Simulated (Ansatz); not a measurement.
## What pressure 7.5 GPa does to SnSe2

Consider SnSe2 in the CdI2 type structure (space group P-3m1, No. 164; a = 3.7936 Å, c = 5.7438 Å; layered, stacked along the Cartesian z axis).

It is then changed as follows: cell and atoms relaxed at a pressure of 7.5 GPa.

Calculations: Kohn–Sham DFT with the PBEsol-D3(BJ) functional, run in Ansatz (an electronic-structure program) with PAW and 420 eV plane waves, without spin-orbit coupling. Settings: 10×10×6 k-points, 0.05 eV Fermi–Dirac smearing.

```json
[
 {"quantity": "volume per atom", "base": "23.86 Å³", "changed": "21.23 Å³", "shift": "-2.63 Å³"},
 {"quantity": "density", "base": "6.42 g/cm³", "changed": "7.21 g/cm³", "shift": "+0.795 g/cm³"},
 {"quantity": "lattice parameter a", "base": "3.794 Å", "changed": "3.715 Å", "shift": "-0.079 Å"},
 {"quantity": "c/a ratio", "base": "1.514", "changed": "1.435", "shift": "-0.079"},
 {"quantity": "shortest interatomic distance", "base": "2.704 Å", "changed": "2.667 Å", "shift": "-0.037 Å"},
 {"quantity": "enthalpy H = E + PV relative to the base's energy", "base": "–", "changed": "+1.04 eV/atom", "shift": "–"},
 {"quantity": "band gap", "base": "zero", "changed": "zero", "shift": "–"}
]
```

The mesh was chosen for an insulator and is coarse for the gapless case. Load acts through the strain it causes; cell and atoms are relaxed under it. Stability against distortions was not tested. Competing high-pressure phases were not computed. The final runs are not spin-polarised. Gaps under 0.05 eV, about the width of the smearing, are given as zero. A zero or small gap of SnSe2 can be the functional's error rather than a property of the material.
